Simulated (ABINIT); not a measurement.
Input and output of a self-consistent single point for Re3Tc (P6_3/mmc, 8 atoms in the cell) (ABINIT).

Level of theory: PBEsol, PAW (JTH v2.0 PBE PAW, files made for PBE) (plane waves; ABINIT).

The change in words: lattice scaled by 0.98. Reference geometry:
```
Re3Tc
1.0
    5.47758     0.00000     0.00000
   -2.73879     4.74372     0.00000
    0.00000     0.00000     4.42934
Tc Re
2 6
Cartesian
  0.00000   3.16248   3.32201
  2.73879   1.58124   1.10734
  0.00000   1.57980   1.10734
  2.73879   3.16392   3.32201
  4.10943   0.78990   3.32201
 -1.37064   3.95382   1.10734
  1.37064   3.95382   1.10734
  1.36815   0.78990   3.32201
```

Reference input (self-consistent single point, DFT, PBEsol, plane waves, PAW (JTH v2.0 PBE PAW, files made for PBE)): pseudos = [Tc.GGA_PBE-JTH.xml, Re.GGA_PBE-JTH.xml]; ecut = 20 Ha; pawecutdg = 40 Ha; ixc = -116133; occopt = 7; tsmear = 0.2 eV; ngkpt = 4 4 5; nshiftk = 1; shiftk = 0 0 0; potentials = JTH v2.0 PBE PAW; nband = 75; kptopt = 1. This run's input differs from it in these lines:

```diff
@@ -3,6 +3,6 @@
 pseudos "Tc.GGA_PBE-JTH.xml, Re.GGA_PBE-JTH.xml"
-acell 5.4775775963 5.4775775963 4.4293420000 Angstrom
+acell 5.3680260669 5.3680260669 4.3407550000 Angstrom
 rprim
-         1.0000000000    0.0000000171    0.0000000000
-        -0.5000000148    0.8660253952    0.0000000000
+         1.0000000000   -0.0000000029    0.0000000000
+        -0.4999999975    0.8660254052    0.0000000000
          0.0000000000    0.0000000000    1.0000000000
@@ -13,10 +13,10 @@
 xcart
-        -0.0000001022    5.9762227749    6.2776824692
-         5.1755606906    2.9881114759    2.0925608231
-        -0.0000000511    2.9853922061    2.0925608231
-         5.1755606395    5.9789420447    6.2776824692
-         7.7656959672    1.4926962358    6.2776824692
-        -2.5901353788    7.4716380150    2.0925608231
-         2.5901351232    7.4716381036    2.0925608231
-         2.5854254652    1.4926961472    6.2776824692
+         0.0000000169    5.8566983439    6.1521285931
+         5.0720495566    2.9283491573    2.0507095310
+         0.0000000085    2.9256843742    2.0507095310
+         5.0720495651    5.8593631270    6.1521285931
+         7.6103821090    1.4628421651    6.1521285931
+        -2.5383325354    7.3222053361    2.0507095310
+         2.5383325778    7.3222053214    2.0507095310
+         2.5337169957    1.4628421798    6.1521285931
 ecut 20 Ha
```

Log, with long lists cut:

```
--- !BeginCycle
solver: {iscf: 17, nstep: 80, nline: 4, wfoptalg: 10, }
tolerances: {toldfe: 1.00E-09, }
...

     iter   Etot(hartree)      deltaE(h)  residm     nres2
 ETOT  1  -641.94319010526    -6.419E+02 2.320E+00 5.562E+01
 ETOT  2  -645.18145006868    -3.238E+00 2.274E-02 1.442E+02
 ETOT  3  -644.82772130401     3.537E-01 3.512E-02 5.052E+00
 ETOT  4  -644.83402783812    -6.307E-03 2.836E-03 1.032E+00
 ETOT  5  -644.83388833293     1.395E-04 4.184E-03 2.946E-01
   [... 3 lines left out ...]
 ETOT  9  -644.83295725229     1.826E-06 7.623E-04 3.944E-05
 ETOT 10  -644.83295714459     1.077E-07 3.155E-04 6.086E-07
 ETOT 11  -644.83295714488    -2.949E-10 2.313E-04 7.666E-08
 ETOT 12  -644.83295714476     1.224E-10 1.115E-04 7.117E-09
 At SCF step   12, etot is converged :
  for the second time, diff in etot=  1.224E-10 < toldfe=  1.000E-09

 Cartesian components of stress tensor (hartree/bohr^3)
  sigma(1 1)= -9.23396936E-04  sigma(3 2)=  0.00000000E+00
  sigma(2 2)= -9.23396930E-04  sigma(3 1)=  0.00000000E+00
  sigma(3 3)= -8.70621271E-04  sigma(2 1)=  9.57108404E-13

 ----iterations are completed or convergence reached----

 reduced coordinates (array xred) for    8 atoms
       0.333333331158      0.666666664502      0.749999997815
       0.666666664491      0.333333331168      0.249999997815
       0.166514998550      0.333029999287      0.249999997815
       0.833484997099      0.666969996383      0.749999997815
       0.833484997099      0.166514998561      0.749999997815
       0.166514998550      0.833484997109      0.249999997815
   [... lines left out ...]
 Fermi (or HOMO) energy (eV) =  13.07149   Average Vxc (eV)= -14.82674
   [... lines left out ...]
'-kT*entropy'       : -4.02462267156370E-03
total_energy        : -6.44832929506488E+02
total_energy_eV     : -1.75467963703694E+04
...

-Cartesian components of stress tensor (GPa)         [Pressure=  2.6650E+01 GPa]
- sigma(1 1)= -2.71672712E+01  sigma(3 2)=  0.00000000E+00
- sigma(2 2)= -2.71672710E+01  sigma(3 1)=  0.00000000E+00
- sigma(3 3)= -2.56145578E+01  sigma(2 1)=  2.81590967E-08

 Calculation completed.
```

The run converged in 12 iterations. 

The starting cell comes from a database of computed structures (which also holds hypothetical and non-ambient phases and stackings), without a prior relaxation at this level. Its lattice was rescaled by a random factor within 2.5 % of one. For this run, on top of that: lattice scaled by 0.98. Spin polarisation is off. The potentials were made for another functional than the one used. With a pressure of about 27 GPa the cell is away from its equilibrium volume at this level.

These are the values that this program gave, and no reference: the one-centre exchange-correlation terms come from a truncated expansion.

Cost on one core of a shared machine: roughly 5 min.
